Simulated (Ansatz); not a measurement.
The starting structures come from a database of crystals and need not be the phases stable at ambient conditions.

 Where the default PAW files enter, the runs use the earlier of Ansatz's two default sets.

The decay constant κ of evanescent states in the gap governs leakage through a thin film.

Given:

```
CELL_PARAMETERS angstrom
      5.68323     0.00000     0.00000
     -2.84162     4.92182     0.00000
      2.84161     1.64061     8.61076
ATOMIC_POSITIONS crystal
  K  0.75243 0.37622 0.87135
  K  0.24757 0.62378 0.12865
  K  0.58288 0.79144 0.62568
  K  0.41712 0.20856 0.37432
  Be 0.00000 0.00000 0.00000
  As 0.16047 0.08023 0.75930
  As 0.83953 0.91977 0.24070
```

Space group of this cell: R-3m. The cell is taken as given.

Transport runs along the normal of the first two printed cell vectors, the (001) plane of the conventional cell.

No gap correction and no spin-orbit coupling; mid-gap values are interpolated between computed energies.

Question: Give the band gap and the smallest decay constant κ at mid-gap that r2SCAN (Ansatz, a quantum-chemistry and plane-wave program) yields.

Answer: Gap 1.31 eV on a 8×8×8 mesh; κ = 0.196 1/Å, at the zone centre.
